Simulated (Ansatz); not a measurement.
Surface energy of faces of fcc Pd in PBE and in LDA, in Ansatz (plane waves, PAW). Symmetric slabs relaxed with PBE from ideal cuts in 1x1 cells (the lowest computed cut and spin start of each face; real faces may reconstruct in larger cells); LDA values are single points on them, with the bulk at the same level. No spin-orbit coupling, no U.

```
face   PBE (J/m²)  LDA (J/m²)
-----  ----------  ----------
(100)        1.54        2.15
(110)        1.60           ?
(111)        1.37        1.95
(210)        1.65        2.27
(211)        1.54        2.15
(221)        1.50        2.09
(310)        1.65        2.28
(320)        1.65        2.26
```

Fit a straight line y = a·x + b by least squares to the 7 complete rows (x: PBE (J/m²); y: LDA (J/m²)).

the means are x̄ = 1.5571 and ȳ = 2.1643; Σ(x − x̄)² = 0.064743 and Σ(x − x̄)(y − ȳ) = 0.074286, so a = 1.147 and b = ȳ − a·x̄ = 0.378. The largest residual is 0.011.

What does the line predict for the withheld row, (110), and what did the calculation give?

the line gives 2.21; the calculation gave 2.19, a miss of -0.02, larger than any residual of the fitted rows.

Ansatz is a program for electronic structure.
